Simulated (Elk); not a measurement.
Input and output of a self-consistent single point for FeCo (Pm-3m, 2 atoms in the cell) (Elk).

Method: PBE, all-electron FP-LAPW, Elk's shipped species files, APW+lo basis with extra local orbitals in Elk.

```
CELL_PARAMETERS angstrom
      2.86742     0.00000     0.00000
      0.00000     2.86742     0.00000
      0.00000     0.00000     2.86742
ATOMIC_POSITIONS crystal
  Fe 0.00000 0.00000 0.00000
  Co 0.50000 0.50000 0.50000
```
Moments meant for the start (each program seeds them in its own way; μB, in the order of the atoms Fe Co): 4.0 3.0.

Reference input (self-consistent single point, DFT, PBE, all-electron FP-LAPW, Elk's shipped species files, APW+lo basis with extra local orbitals): xctype = 20; spinpol = true; rgkmax = 8; stype = 0; swidth = 0.00367493 Ha; ngridk = 9 9 9; reducebf = 0.8; tforce = true; gmaxvr = 18 1/bohr; lmaxapw = 10; lmaxo = 8; nxlo = 2. This run's input differs from it in these lines:

```diff
@@ -72,3 +72,3 @@
 ngridk
-  9 9 9
+  8 8 8
```

Log, with long lists cut:

```
│ Self-consistent loop started │
│ Loop number : 1 │
 total energy                :     -2666.82180040
 total moment                :    4.824915979
│ Loop number : 2 │
 total energy                :     -2667.12286000
 total moment                :    4.824507244
RMS change in Kohn-Sham potential (target) :    5.300300449     (  0.1000000000E-05)
Absolute change in total energy (target)   :   0.3010596028     (  0.1000000000E-03)
│ Loop number : 3 │
 total energy                :     -2663.23828444
 total moment                :    3.752078411
RMS change in Kohn-Sham potential (target) :    2.836532956     (  0.1000000000E-05)
   [... lines left out ...]
│ Loop number : 34 │
 total energy                :     -2666.31843297
 total moment                :    4.637128525
RMS change in Kohn-Sham potential (target) :   0.1894008101E-05 (  0.1000000000E-05)
Absolute change in total energy (target)   :   0.1307220100E-04 (  0.1000000000E-03)
│ Loop number : 35 │
 total energy                :     -2666.31838226
 total moment                :    4.637074705
RMS change in Kohn-Sham potential (target) :   0.6390685314E-06 (  0.1000000000E-05)
Absolute change in total energy (target)   :   0.4744195121E-04 (  0.1000000000E-03)
Convergence targets achieved

│ Loop number : 36 │

Energies :
 Fermi                       :     0.348496975635
 xc effective B-field        :    -0.251758616546
 external B-field            :      0.00000000000
 total energy                :     -2666.31839194
 (external B-field energy excluded from total)

Density of states at Fermi energy :    30.32451688
 (states/Hartree/unit cell)

Estimated indirect band gap :   0.1551830269E-02
 from k-point      9 to k-point      4
Estimated direct band gap   :   0.8710906642E-02
 at k-point     19

Charges :
 core                        :    22.00000000
 valence                     :    31.00000000
 interstitial                :    2.678393743
 muffin-tins (core leakage)
  species :    1 (Fe)
   atom    1                 :    24.56253315     (  0.2811972877E-11)
  species :    2 (Co)
   [... lines left out ...]
 total moment                :    4.637045643
   [... lines left out ...]
   total force               :     0.00000000   -0.00000000    0.00000000
   total magnitude           :     0.00000000
 species :    2 (Co)
  atom :    1
   Hellmann-Feynman          :     0.00000000    0.00000000    0.00000000
   IBS                       :    -0.00000000   -0.00000000    0.00000000
   total force               :    -0.00000000    0.00000000    0.00000000
   total magnitude           :     0.00000000
```

The run converged in 36 iterations. The count includes the last loop, which Elk runs after its targets are met. Against the reference run the total energy falls by 2.7 meV/atom and the size of the net moment goes from 2.28 to 2.32 μB/atom.

The starting cell comes from a database of computed structures (which also holds hypothetical and non-ambient phases and stackings), without a prior relaxation at this level. Its lattice was rescaled by a random factor within 2.5 % of one. The magnetic order is the one reached from the typed start; others were not searched systematically. Values depend on the basis (sphere radii, cutoffs, local orbitals), which need not be converged. The log's line on a gap gives a spacing of levels on this mesh, which the program prints for metals too.

Cost on one core of a shared machine: roughly 2 min.
